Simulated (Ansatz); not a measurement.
**Re$_{2}$B (space group P4/nmm, No. 129; a hypothetical phase, not in the database extracts checked)**

```cif
data_B2Re4
_chemical_formula_sum 'Re4 B2'
_space_group_name_H-M_alt 'P4/nmm :1'
_space_group_IT_number 129
_space_group_name_Hall 'P 4ab 2ab -1ab'
_cell_length_a 3.51259
_cell_length_b 3.51259
_cell_length_c 5.94047
_cell_angle_alpha 90.000
_cell_angle_beta 90.000
_cell_angle_gamma 90.000
loop_
_space_group_symop_operation_xyz
  'x, y, z'
  '-y+1/2, x+1/2, z'
  '-x, -y, z'
  'y+1/2, -x+1/2, z'
  'x+1/2, -y+1/2, -z'
  '-y, -x, -z'
  '-x+1/2, y+1/2, -z'
  'y, x, -z'
  '-x+1/2, -y+1/2, -z'
  'y, -x, -z'
  'x+1/2, y+1/2, -z'
  '-y, x, -z'
  '-x, y, z'
  'y+1/2, x+1/2, z'
  'x, -y, z'
  '-y+1/2, -x+1/2, z'
loop_
_atom_site_label
_atom_site_type_symbol
_atom_site_symmetry_multiplicity
_atom_site_Wyckoff_symbol
_atom_site_fract_x
_atom_site_fract_y
_atom_site_fract_z
_atom_site_occupancy
Re1 Re 2 a 0.00000 0.00000 0.00000 1
Re2 Re 2 c 0.50000 0.00000 0.35000 1
B1 B 2 c 0.00000 0.50000 0.28796 1
```

Calculations: PBE-D3(BJ)/PAW in Ansatz (a program for electronic structure), no spin-orbit coupling. Γ-centred 13×13×8 mesh, Fermi–Dirac width 0.05 eV.

| Property | Value |
|---|---|
| Volume per atom | 12.22 Å³ |
| Density | 17.36 g/cm³ |
| Band gap | zero |
| Total energy | -7297.531 eV/atom (σ→0; compares only within this code and set-up) |

No phonon test of stability was made. All final runs are without spin polarisation. The D3 term's C6 switches between coordination references near this geometry, which can add small steps to energies.
